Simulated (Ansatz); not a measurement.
Consider Nb in the bcc (W type) structure (space group Im-3m, No. 229; relaxed with 0.1 eV smearing).

```
CELL_PARAMETERS angstrom
     -1.65223     1.65223     1.65223
      1.65223    -1.65223     1.65223
      1.65223     1.65223    -1.65223
ATOMIC_POSITIONS crystal
  Nb 0.00000 0.00000 0.00000
```

Level of theory: Ansatz (a program for electronic structure) r2SCAN, spin-orbit coupling left out.

Strains are applied to the cell and any free atomic positions relax.

One change was made to it. Results:

The pressure goes from zero to 11.7 GPa; the energy rises by 37 meV/atom.

Q: What was done to the base?
A. isotropic strain −2.00 %
B. isotropic strain −3.00 %
C. isotropic strain −2.50 %
D. isotropic strain −1.00 %

A: A, isotropic strain −2.00 %. For comparison, the energy relative to the base in the other runs: isotropic strain −2.50 % gives +59 meV/atom; isotropic strain −1.00 % gives +9.0 meV/atom; isotropic strain −3.00 % gives +86 meV/atom.

Stability against distortions was not tested. The final runs are not spin-polarised.
